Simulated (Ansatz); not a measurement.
Start from Zr in the hcp (Mg type) structure (space group P6_3/mmc, No. 194; a = 3.2443 Å, c = 5.1580 Å; relaxed with 0.1 eV smearing). Axes: x lies along a and z along c of the hexagonal cell.

Computed with plane-wave PAW DFT at the r2SCAN level (Ansatz, an electronic-structure program, 500 eV), scalar-relativistic without spin-orbit coupling.

One thing is altered: compressive biaxial strain of 2.52 % in the plane normal to [001], as in epitaxy on a mismatched substrate; the out-of-plane cell vector and the atoms relax.

### Question
What happens to the ratio −ε⊥/ε∥?

### Answer
The ratio −ε⊥/ε∥ amounts to 0.82.

No phonon test of stability was made. All final runs are without spin polarisation.
